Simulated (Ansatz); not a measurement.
The reference is Ni in the hcp (Mg type) structure (space group P6_3/mmc, No. 194; a = 2.450 Å, c = 4.014 Å; ferromagnetic; relaxed with 0.1 eV smearing). Axes: x lies along a and z along c of the hexagonal cell.

Method: Ansatz (a quantum-chemistry and plane-wave program), PBEsol, PAW, cutoff 420 eV, no spin-orbit coupling, earlier PAW set.

One thing is altered: tensor shear ε_xy = +2.27 % (engineering shear γ = 0.0454), atoms relaxed at fixed cell.

Q: Predict the stress tensor and what it implies for the stiffness.

A: Stress of the strained cell less that of the base (GPa, compression positive):
```
    0.1    -4.4     0.0
   -4.4     1.1     0.0
    0.0     0.0    -0.2
```

Then −Δσ/γ with γ = 2ε = 0.0454 gives secant stiffness values (nonlinear terms included at this strain): C66 ≈ 98 GPa.

As a check, the harmonic strain energy −½ V₀ Δσ:ε is 6.6 meV/atom; the computed energy rise is 6.6 meV/atom.

Other magnetic orders, which the real material may have, were not ruled out. Stability against distortions was not tested. This is not the structure that Ni has at room temperature and ambient pressure.
